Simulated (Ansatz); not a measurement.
Take Sn (space group I4/mmm, No. 139; a = 3.281 Å, c = 4.920 Å) as the base.

Method: plane-wave PAW DFT at the PBEsol level (Ansatz, an electronic-structure program, 420 eV), no spin-orbit coupling.

One change was made to it. Results:

The shortest interatomic distance drops by 0.006 Å, from 3.281 Å to 3.275 Å; the density grows by 0.04 g/cm³ (7.44 g/cm³ → 7.48 g/cm³); the c/a ratio hardly moves (1.499 against 1.500).

### Question
What was done to the base?
(A) pressure −2 GPa
(B) pressure 7.5 GPa
(C) pressure −1 GPa
(D) pressure 0.7 GPa
(E) pressure 0.3 GPa

### Answer
E, pressure 0.3 GPa. For comparison, the density in the other runs: pressure 7.5 GPa gives 8.27 g/cm³; pressure −1 GPa gives 7.30 g/cm³; pressure −2 GPa gives 7.15 g/cm³; pressure 0.7 GPa gives 7.53 g/cm³.

Load acts through the strain it causes; cell and atoms are relaxed under it. Whether these cells are dynamically stable was not tested. Competing high-pressure phases were not computed. This is not the structure that Sn has at room temperature and ambient pressure.
